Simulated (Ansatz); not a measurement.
Take PbSe in the rock salt structure (space group Fm-3m, No. 225; a = 6.178 Å) as the base. Axes: x, y, z lie along the cube axes.

Calculations: r2SCAN (Ansatz, an electronic-structure program, PAW, scalar-relativistic without spin-orbit coupling).

Strains are applied to the cell and any free atomic positions relax; under biaxial strain the out-of-plane vector relaxes too.

One change was made to it. Results:

| quantity | base | after |
|---|---|---|
| energy relative to the base (free energy F) | 0 meV/atom | +18 meV/atom |
| valley order (the lowest conduction-band minima on the path, energy above the VBM, named in the base's zone) | L along ⟨111⟩ 0.66 eV; a point along ⟨110⟩, about 0.6 Å⁻¹ from Γ 1.46 eV | L along ⟨111⟩ 0.45 eV; a point along ⟨110⟩, about 0.6 Å⁻¹ from Γ 1.31 eV |
| pressure | 0.00 GPa | 3.53 GPa |

**Question.** Which of these changes matches the shifts?
A. uniaxial strain ε_xx = −1.19 %
B. isotropic strain −1.99 %
C. biaxial strain +0.67 %, plane normal [111], relaxed out of plane
D. isotropic strain −4.54 %
E. isotropic strain +0.69 %

**Answer.** B, isotropic strain −1.99 %. For comparison, the valley order in the other runs: biaxial strain +0.67 %, plane normal [111], relaxed out of plane gives L along [111] 0.60 eV; L along [1-11] 0.69 eV; a point along [01-1], about 0.6 Å⁻¹ from Γ 1.50 eV; uniaxial strain ε_xx = −1.19 % gives L along [1-1-1] 0.62 eV; a point along [011], about 0.6 Å⁻¹ from Γ 1.43 eV; isotropic strain +0.69 % gives L along ⟨111⟩ 0.73 eV; a point along ⟨110⟩, about 0.6 Å⁻¹ from Γ 1.51 eV; a point along ⟨100⟩, about 0.4 Å⁻¹ from Γ 2.22 eV; isotropic strain −4.54 % gives L along ⟨111⟩ 0.11 eV; a point along ⟨110⟩, about 0.6 Å⁻¹ from Γ 1.08 eV.

With Pb present, leaving out spin-orbit coupling can change the band edges. The levels and masses belong to the bands next to the band gap. No phonon test of stability was made.
